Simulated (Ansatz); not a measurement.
An ideal cubic perovskite cell is held by its symmetry; such compounds can tilt or shift off centre at room temperature. The starting structures come from a database of crystals and need not be the phases stable at ambient conditions.

 Where the default PAW files enter, the runs use the earlier of Ansatz's two default sets.

The decay constant κ of evanescent states in the gap governs leakage through a thin film.

Data:

```xyz
5
Lattice="5.7087 0.0000 0.0000 0.0000 8.0733 0.0000 0.0000 4.0366 4.0366" Properties=species:S:1:pos:R:3 pbc="T T T"
Cs     0.0000     0.0000     0.0000
Ca     2.8543     4.0366     0.0000
Br     2.8543     6.0550     2.0183
Br     2.8543     2.0183     2.0183
Br     0.0000     4.0366     0.0000
```

Space group of this cell: Pm-3m, cubic perovskite. The cell is taken as given.

Transport runs along the normal of the first two printed cell vectors, the (110) plane of the conventional cell.

No gap correction and no spin-orbit coupling; mid-gap values are interpolated between computed energies.

Problem. Predict the band gap and the smallest decay constant κ at mid-gap from r2SCAN (Ansatz, a first-principles code).

Solution. Gap 5.20 eV on a 8×8×8 mesh; κ = 0.332 1/Å, at the zone centre.
